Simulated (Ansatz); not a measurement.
**WC, response to strain**

Base system: WC (space group P-6m2, No. 187; a = 2.8991 Å, c = 2.8268 Å; relaxed with 0.1 eV smearing). Axes: x lies along a and z along c of the hexagonal cell.

Strains are applied to the cell and any free atomic positions relax.

Calculations: DFT with PBEsol, PAW potentials and a 420 eV plane-wave cutoff in Ansatz (a program for electronic structure), without spin-orbit coupling.

Candidates:
(a) uniaxial strain ε_xx = +0.50 %
(b) uniaxial strain ε_xx = +1.00 %
(c) uniaxial strain ε_xx = −2.50 %

Notes on the quantities. energy relative to the base: free energy F.

Task: Order them by energy relative to the base, highest first.

Result: (c) uniaxial strain ε_xx = −2.50 % (+16 meV/atom), (b) uniaxial strain ε_xx = +1.00 % (+2.3 meV/atom), (a) uniaxial strain ε_xx = +0.50 % (+0.6 meV/atom)

No phonon test of stability was made. All final runs are without spin polarisation.
